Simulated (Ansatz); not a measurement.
# S on the 1x1 (111) surface of fcc Rh, one in a 1x1 cell, started at the site 'hollow Rh-Rh-Rh over Rh at depth 4.4 Å'

All values below come from PBE (plane waves to 420 eV, PAW; Ansatz, a first-principles code).

Slab: 5 atoms, 6.5 Å thick at the start under the adsorbate (thin: gaps and levels are the slab's own); k 12x12x1, smearing 0.1 eV, dipole-corrected; 2 atoms held, the rest relaxed; held to the start's symmetry, so lower structures may exist; no spin, no spin-orbit, no U, no dispersion correction. At the end it is bonded to 3 Rh. In PBE this state lies 0.04 eV over the lowest of the starts that converged ('top Rh').

| Property | Result |
|---|---|
| adsorption energy against ⅛ S8(g) | -398 meV |
| work function of the top face | 4.53 eV |
| change of the work function | -0.62 eV |
| change of the step from the bottom to the top vacuum level, against the clean slab | -0.57 eV |
| energy released by relaxation | 0.16 eV |
| height of the binding atom over the mean of the host atoms within 0.3 Å of the top one | 1.785 Å |
| nearest host atoms of the binding atom | Rh at 2.37 Å, Rh at 4.38 Å, Rh at 6.28 Å |
| largest move of a host atom | 0.14 Å |
| cost | roughly 50 core-seconds |

A negative adsorption energy means that the adsorbate is more stable on the surface than in its reference.
